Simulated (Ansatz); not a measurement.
Consider Al vacancy in wurtzite AlN strained by -1.5 % along x and y, z held, charge state -3. The step: one Al atom jumps into the vacancy from a nearby Al site; the atom moves 2.98 Å along (-0.97, 0.00, 0.00) of the unit cell; the moving atom starts with neighbours N at 1.79, 2 N at 1.89, N at 1.92 Å and ends with N at 1.79, 2 N at 1.89, N at 1.92 Å. DFT values are from Ansatz (plane-wave PAW, 420 eV unless said) in a cell of 72 host sites, spin-restricted, static, with no finite-size correction. The charge state is imposed; whether it is stable for some Fermi level was not computed. Forms of the defect that were not tried may lie lower. For the PBE band: the saddle point's order was not checked, and it lies on a symmetry element of the cell, where a band can be held.

```tsv
Level	Forward barrier (eV)	Cost of the band or of the saddle's single point
CHGNet universal potential (has no charge state), its own band	1.39	-
PBE, a 2×2×2 k-point mesh shifted by half a step along c, band relaxed	2.11	about 22 core-minutes (a rough figure)
```

Ansatz is an electronic-structure program.
